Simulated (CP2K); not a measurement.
A self-consistent single point of Li2Pd (P1, 3 atoms in the cell) with CP2K.

Method: PBEsol, GPW, DZVP-MOLOPT-SR-GTH basis, GTH-PBE potentials (GTH_POTENTIALS) (CP2K).

The change in words: atoms moved at random. Reference geometry:
```
CELL_PARAMETERS angstrom
      4.20512     0.00000     0.00000
     -2.10256     3.64174     0.00000
      0.00000     0.00000     2.67986
ATOMIC_POSITIONS crystal
  Li 0.33333 0.66667 0.50000
  Li 0.66667 0.33333 0.50000
  Pd 0.00000 0.00000 0.00000
```

Reference input (self-consistent single point, DFT PBEsol, GPW, DZVP-MOLOPT-SR-GTH basis, GTH-PBE potentials (GTH_POTENTIALS)): CUTOFF = 500 Ry; REL_CUTOFF = 50 Ry; SMEAR/METHOD = FERMI_DIRAC; ELECTRONIC_TEMPERATURE = 1160.45 K; KPOINTS/SCHEME = MONKHORST-PACK 9 9 12; GAMMA_CENTERED = T; XC_FUNCTIONAL = PBE:PBESOL; Li/BASIS_SET = DZVP-MOLOPT-SR-GTH; Li/POTENTIAL = GTH-PBE-q3; Pd/BASIS_SET = DZVP-MOLOPT-SR-GTH; Pd/POTENTIAL = GTH-PBE-q18; METHOD = GPW. This run's input differs from it in these lines:

```diff
@@ -73,5 +73,5 @@
       SCALED
-      Li       0.33333300     0.66666700     0.50000000
-      Li       0.66666700     0.33333300     0.50000000
-      Pd       0.00000000     0.00000000     0.00000000
+      Li       0.31605000     0.65345000     0.50143800
+      Li       0.67424500     0.34763500     0.50916600
+      Pd       0.00970600    -0.00108500    -0.01060400
     &END COORD
```

The program printed (abridged):

```
 SCF WAVEFUNCTION OPTIMIZATION

  Step     Update method      Time    Convergence         Total energy    Change
     1 NoMix/Diag. 0.20E+00      -     0.73443739      -142.4629354009 -1.42E+02
     2 Broy./Diag. 0.20E+00      -     0.94810749      -147.8987764793 -5.44E+00
     3 Broy./Diag. 0.20E+00      -     0.00988037      -141.8070884905  6.09E+00
     4 Broy./Diag. 0.20E+00      -     0.03347846      -141.9720117904 -1.65E-01
     5 Broy./Diag. 0.20E+00      -     0.00725379      -142.0496619218 -7.77E-02
     6 Broy./Diag. 0.20E+00      -     0.00077577      -141.9624534585  8.72E-02
   [... 4 lines left out ...]
    11 Broy./Diag. 0.20E+00      -     0.00000473      -141.9772904973  1.13E-05
    12 Broy./Diag. 0.20E+00      -     0.00000642      -141.9773100542 -1.96E-05
    13 Broy./Diag. 0.20E+00      -     0.00000105      -141.9773078984  2.16E-06
    14 Broy./Diag. 0.20E+00      -     0.00000038      -141.9773080458 -1.47E-07
  *** SCF run converged in    14 steps ***

  Overlap energy of the core charge distribution:               0.00000000000001
  Self energy of the core charge distribution:               -235.61795473893801
  Core Hamiltonian energy:                                     53.33367654271436
  Hartree energy:                                              56.38697531573933
  Exchange-correlation energy:                                -16.07894024660805
  Electronic entropic energy:                                  -0.00106491863671
  Fermi energy:                                                 0.23072408134786

  Total energy:                                              -141.97730804581894
  Total energy (extrapolated to T->0):                       -141.97677558650059

                     Mulliken Population Analysis

   [... lines left out ...]

 STRESS| Analytical stress tensor [bar]
 STRESS|                        x                   y                   z
 STRESS|      x        1.76672303017E+04   3.89681786264E+03  -5.00680125705E+02
 STRESS|      y        3.89681786264E+03   9.93374680577E+02   1.08347632402E+02
 STRESS|      z       -5.00680125705E+02   1.08347632402E+02   4.06312572827E+03
 STRESS| 1/3 Trace                                             7.57457690351E+03
```

The run converged in 14 iterations. Against the reference run the free energy rises by 8.5 meV/atom, the pressure goes from 0.57 to 0.76 GPa and the largest force goes from 0.000 to 0.373 eV/Å.

The starting cell comes from a database of computed structures (which also holds hypothetical and non-ambient phases and stackings), without a prior relaxation at this level. For this run, on top of that: atoms moved at random. Spin polarisation is off. Values carry the incompleteness of an atom-centred basis. The potentials were made for another functional than the one used.

Cost on one core of a shared machine: roughly 70 s.
